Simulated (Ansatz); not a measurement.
The reference is MoSi$_{2}$ (space group I4/mmm, No. 139; a = 3.217 Å, c = 7.875 Å; relaxed with 0.1 eV smearing). Axes: x, y, z lie along a, b, c of the conventional cell.

Calculations: PBE/PAW in Ansatz (an electronic-structure program), no spin-orbit coupling, earlier PAW set.

Base values:

The volume per atom is 13.58 Å³ and the pressure is 0.0 GPa.

Modification: compressive biaxial strain of 3.60 % in the plane normal to [001], as in epitaxy on a mismatched substrate; the out-of-plane cell vector and the atoms relax.

### Question
Predict the new volume per atom.

### Answer
The volume per atom drops by 0.76 Å³ to 12.82 Å³.

### Question
How does this affect the pressure?

### Answer
The pressure (mean of the normal stresses, compression positive) goes from zero to 12.9 GPa.

Whether these cells are dynamically stable was not tested. All final runs are without spin polarisation.
